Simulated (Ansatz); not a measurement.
**How far PBE-D3(BJ) and r2SCAN+rVV10 part for MoS2, isotropic strain −1.37 %**

Take MoS₂ in the 3R-MoS2 type structure (space group R3m, No. 160; a = 3.153 Å, c = 17.991 Å (hexagonal axes); layered, stacked along the Cartesian z axis) as the base.

(Cell as relaxed with PBE-D3(BJ).)

Levels (all Ansatz, a first-principles code, PAW): PBE-D3(BJ) (420 eV, spin-orbit coupling left out); r2SCAN+rVV10 (500 eV, spin-orbit coupling left out).

Each level relaxes its own structure.

```tsv
base	PBE-D3(BJ)	r2SCAN+rVV10
volume per atom	17.21 Å³	18.03 Å³
lattice parameter a	3.153 Å	3.175 Å
band gap	0.77 eV	1.02 eV
```

Now apply this change: every lattice vector is shortened by 1.37 %; the atoms relax in the strained cell.

| quantity | PBE-D3(BJ) | r2SCAN+rVV10 |
|---|---|---|
| hole mass | 1.00 mₑ along k, 0.59 mₑ across (at T) | ? |
| smallest direct gap | 1.92 eV | ? |
| band gap | 0.68 eV | ? |
| pressure (mean of the normal stresses, compression positive) | 3.51 GPa | ? |

Predict the r2SCAN+rVV10 column.


- hole mass, r2SCAN+rVV10: 0.81 mₑ along k, 0.71 mₑ across (at T)
- smallest direct gap, r2SCAN+rVV10: 1.96 eV
- band gap, r2SCAN+rVV10: 0.97 eV
- pressure (mean of the normal stresses, compression positive), r2SCAN+rVV10: 3.45 GPa

PBE-D3(BJ)'s smallest direct gap lies 0.04 eV below r2SCAN+rVV10's; PBE-D3(BJ)'s band gap lies 0.296 eV below r2SCAN+rVV10's. Neither level is exact; r2SCAN+rVV10 is the comparison here, not a measurement.

Effective masses come from finite differences of ±0.01 Å⁻¹. Along k means along the line from Γ to the band edge. No phonon test of stability was made.
